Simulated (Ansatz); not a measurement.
The starting structures come from a database of crystals and need not be the phases stable at ambient conditions.

 Where the default PAW files enter, the runs use the earlier of Ansatz's two default sets.

Tunnelling through a barrier is set by its complex band structure: the current falls as exp(−2κd) with the smallest κ.

```
K2Sn2O3
1.0
    6.01742     0.00000     0.00000
   -3.00871     5.21124     0.00000
    3.00871     1.73708     4.73415
K Sn O
2 2 3
Cartesian
  0.00000   3.47416   2.36707
  0.00000   0.00000   0.00000
  3.00871   5.21124   3.44100
  3.00871   1.73708   1.29315
  3.00871   3.47416   2.36707
  1.50436   0.86854   2.36707
  4.51307   0.86854   2.36707
```

Space group of this cell: R-3m. The cell is taken as given.

Transport runs along the normal of the first two printed cell vectors, the (001) plane of the conventional cell.

No gap correction and no spin-orbit coupling; mid-gap values are interpolated between computed energies.

Task: Estimate the band gap and the smallest decay constant κ at mid-gap that r2SCAN in Ansatz (a first-principles code) returns for this system.

Result: Gap 1.34 eV on a 8×8×8 mesh; κ = 0.218 1/Å, at the zone centre.
